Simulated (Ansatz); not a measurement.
Take LiCl in the rock salt structure (space group Fm-3m, No. 225; a = 5.064 Å) as the base. Axes: x, y, z lie along the cube axes.

Modification: uniaxial strain ε_zz = +0.50 %, all other strain components held at zero; the atoms relax in the strained cell.

All numbers come from Ansatz (a first-principles code), PBEsol, PAW, cutoff 420 eV, scalar-relativistic without spin-orbit coupling.

Task: Give the band edges at the high-symmetry points of the new zone, measured from its valence-band maximum.

Result: 
| point | valence edge (eV) | conduction edge (eV) |
|---|---|---|
| Γ | 0.00 | 6.31 |
| X | -1.18 | 7.76 |
| P | -1.14 | 9.48 |
| N | -0.28 | 6.57 |
| M | -1.19 | 7.77 |
| S | -0.89 | 7.91 |
| S₀ | -0.89 | 7.91 |
| R | -1.16 | 9.50 |
| G | -1.16 | 9.50 |

The gap is 6.31 eV, direct at Γ.

Whether these cells are dynamically stable was not tested. k-point labels follow each cell's own Brillouin zone.
